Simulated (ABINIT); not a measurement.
Worked example: self-consistent single point of RbBr (Fm-3m, 2 atoms in the cell) in ABINIT.

Method: PBE, spin-orbit coupling, PAW (JTH v2.0 PBE PAW) (plane waves; ABINIT).

```xyz
2
Lattice="0.0000 3.4525 3.4525 3.4525 0.0000 3.4525 3.4525 3.4525 0.0000" Properties=species:S:1:pos:R:3 pbc="T T T"
Rb     0.0000     0.0000     0.0000
Br     3.4525     3.4525     3.4525
```

Reference input (self-consistent single point, DFT, PBE, plane waves, PAW (JTH v2.0 PBE PAW)): pseudos = [Rb.GGA_PBE-JTH.xml, Br.GGA_PBE-JTH.xml]; ecut = 40 Ry; pawecutdg = 80 Ry; pawxcdev = 0; occopt = 1; ngkpt = 7 7 7; nshiftk = 1; shiftk = 0 0 0; potentials = JTH v2.0 PBE PAW; nband = 11; kptopt = 1; nstep = 60. This run's input differs from it in these lines:

```diff
@@ -19,5 +19,7 @@
 pawxcdev 0
+nspinor 2
+nspden 1
 occopt 1
-nband 11
-kptopt 1
+nband 22
+kptopt 4
 ngkpt 7 7 7
```

Log, with long lists cut:

```
--- !BeginCycle
solver: {iscf: 17, nstep: 60, nline: 4, wfoptalg: 10, }
tolerances: {tolvrs: 1.00E-12, }
...

     iter   Etot(hartree)      deltaE(h)  residm     nres2
 ETOT  1  -38.089027243069    -3.809E+01 3.225E-02 1.249E+00
 ETOT  2  -38.114457228371    -2.543E-02 4.784E-03 2.739E-01
 ETOT  3  -38.114334128664     1.231E-04 4.826E-04 8.261E-02
 ETOT  4  -38.114735142888    -4.010E-04 1.380E-03 7.377E-03
 ETOT  5  -38.114876094218    -1.410E-04 1.675E-04 1.566E-04
   [... 3 lines left out ...]
 ETOT  9  -38.114886699075    -2.382E-10 1.275E-05 2.182E-08
 ETOT 10  -38.114886698957     1.173E-10 1.402E-05 1.430E-10
 ETOT 11  -38.114886698960    -2.970E-12 1.112E-05 1.793E-11
 ETOT 12  -38.114886698960    -6.395E-14 1.261E-05 4.564E-13
 At SCF step   12       nres2   =  4.56E-13 < tolvrs=  1.00E-12 =>converged.

 Cartesian components of stress tensor (hartree/bohr^3)
  sigma(1 1)= -2.43430890E-05  sigma(3 2)=  0.00000000E+00
  sigma(2 2)= -2.43430890E-05  sigma(3 1)=  0.00000000E+00
  sigma(3 3)= -2.43430890E-05  sigma(2 1)=  0.00000000E+00

 ----iterations are completed or convergence reached----

 reduced coordinates (array xred) for    2 atoms
       0.000000000000      0.000000000000      0.000000000000
       0.500000000000      0.500000000000      0.500000000000
 cartesian forces (eV/Angstrom) at end:
    1     -0.00000000000000    -0.00000000000000    -0.00000000000000
    2     -0.00000000000000    -0.00000000000000    -0.00000000000000
 frms,max,avg= 0.0000000E+00 0.0000000E+00   0.000E+00  0.000E+00  0.000E+00 e/A
   [... lines left out ...]
 Fermi (or HOMO) energy (hartree) =  -0.09660   Average Vxc (hartree)=  -0.26913
 Fermi (or HOMO) energy (eV) =  -2.62858   Average Vxc (eV)=  -7.32338
   [... lines left out ...]
local_psp           : -1.96596553230680E+01
total_energy        : -3.81148873882387E+01
total_energy_eV     : -1.03715883150204E+03
...

-Cartesian components of stress tensor (GPa)         [Pressure=  7.1620E-01 GPa]
- sigma(1 1)= -7.16198283E-01  sigma(3 2)=  0.00000000E+00
- sigma(2 2)= -7.16198283E-01  sigma(3 1)=  0.00000000E+00
- sigma(3 3)= -7.16198283E-01  sigma(2 1)=  0.00000000E+00

 Calculation completed.
```

The run converged in 12 iterations. Against the reference run the pressure stays at 0.72 GPa and the gap on the mesh goes from 4.297 to 4.137 eV.

The starting cell comes from a database of computed structures (which also holds hypothetical and non-ambient phases and stackings), without a prior relaxation at this level. Its lattice was rescaled by a random factor within 2.5 % of one.

Cost on one core of a shared machine: roughly 2 min.
